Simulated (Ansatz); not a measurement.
```xyz
5
Lattice="3.8402 2.2171 3.1640 -3.8402 2.2171 3.1640 0.0000 -4.4343 3.1640" Properties=species:S:1:pos:R:3 pbc="T T T"
Cs     0.0000     0.0000     9.4752
Ge     0.0000     0.0000     4.8857
Cl     0.0000    -2.0119     6.1477
Cl     1.7424     1.0059     6.1477
Cl    -1.7424     1.0059     6.1477
```

Relaxed-ion tensors in this frame from Ansatz (a quantum-chemistry and plane-wave program), r2SCAN functional, plane-wave PAW. Proper piezoelectric stress tensor e (C/m²):

```
 0.00   0.00   0.00   0.00   0.16   0.09
 0.09  -0.09   0.00   0.16   0.00   0.00
 0.27   0.27   0.35   0.00   0.00   0.00
```

Stiffness C (GPa):

```
20.6   5.8   9.3   4.4   0.0   0.0
 5.8  20.6   9.3  -4.4   0.0   0.0
 9.3   9.3  16.2   0.0   0.0   0.0
 4.4  -4.4   0.0  10.8   0.0   0.0
 0.0   0.0   0.0   0.0  10.8   4.4
 0.0   0.0   0.0   0.0   4.4   7.4
```

The cell is a database entry relaxed within its symmetry; it need not be the phase found at ambient conditions. Cs is the large-site (A) cation and Ge the one bonded closest to the anions (B).

Q: Obtain the piezoelectric strain tensor d.

A: d = e S with S = C⁻¹, in pC/N:

```
 0.0   0.0   0.0   0.0  13.0   4.4
 2.2  -2.2   0.0  13.0   0.0   0.0
 4.4   4.4  16.6   0.0   0.0   0.0
```
Away from Γ the polar cell without biaxial strain shows no imaginary mode on a 2×2×2 mesh.
